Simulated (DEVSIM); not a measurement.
Device: Schottky contact on n-type GaP, at 300 K.

Layer 1 from the left is GaP, thickness (μm) 1.00, Nd (cm⁻³) 2.3e14, τn (s) 2.5e-6, τp (s) 2.5e-6.

Left contact: Schottky, work function 5.54 eV, emission velocity 1.2e7 cm/s. Right contact: ohmic. Voltage is applied to the left contact. Recombination: SRH at mid-gap. Mobility is constant in doping.

This is a model device: material constants are rounded textbook-type values typed into the input, and sizes, dopings and lifetimes were drawn at random. Values at 300 K.

GaP: gap (eV) 2.26, affinity (eV) 3.8, permittivity 11.1, Nc (cm⁻³) 1.8e19, Nv (cm⁻³) 1.9e19, μn (cm²/Vs) 250, μp (cm²/Vs) 150.

Model (solved in DEVSIM): 1D drift-diffusion, Boltzmann statistics, complete ionisation; no tunnelling, impact ionisation, image-force lowering or self-heating. Metal contacts follow the ideal Schottky-Mott rule: no Fermi-level pinning, no interface dipoles.

Dark forward current:

```
|V| (V)  |J| (A/cm²)
-------  -----------
0.60       4.903e-13
0.65       3.021e-12
0.70       1.935e-11
0.75       1.259e-10
0.80       8.228e-10
0.85        5.374e-9
0.90        3.500e-8
0.95        2.268e-7
1.00        1.461e-6
1.05        9.337e-6
1.10        5.907e-5
1.15       0.0003687
1.20        0.002255
1.25         0.01333
1.30         0.07376
1.35          0.3544
1.40           1.303
1.45           3.382
1.50           6.532
1.55           10.37
1.60           14.57
1.65           18.96
1.70           23.44
1.75           27.97
1.80           32.52
1.85           37.10
```

Problem. Work out the local ideality factor n = ΔV / (kT/q · ln(J2/J1)) between the rows 0.60 and 0.65 V, 0.75 and 0.80 V, 1.80 and 1.85 V.

Solution. kT/q = 25.85 mV. From 0.60 to 0.65 V: ln(3.021e-12/4.903e-13) = 1.818, n = 1.06, near the 1 of diffusion or emission over a barrier. From 0.75 to 0.80 V: ln(8.228e-10/1.259e-10) = 1.877, n = 1.03, near the 1 of diffusion or emission over a barrier. From 1.80 to 1.85 V: ln(37.10/32.52) = 0.132, n = 14.68; the layers' resistance at their doping, Σ W/(qμN) = 0.011 Ω cm², would take 50 mV of this step of 50 mV.

Problem. Estimate the current at 0.90 V for emission alone, J0 = q v N_band exp(−φB/kT), and read the barrier back from the simulated current.

Solution. φB = 1.740 eV, N_band = 1.80e19 cm⁻³, J0 = 2.02e-22 A/cm²; J = J0 (exp(qV/kT) − 1) = 2.67e-7 A/cm². The simulation gives 3.50e-8 A/cm²; the estimate lies 660 % above. Read backwards, the simulated current gives an apparent barrier of 1.793 eV. The estimate leaves out transport through the depletion region and minority injection.
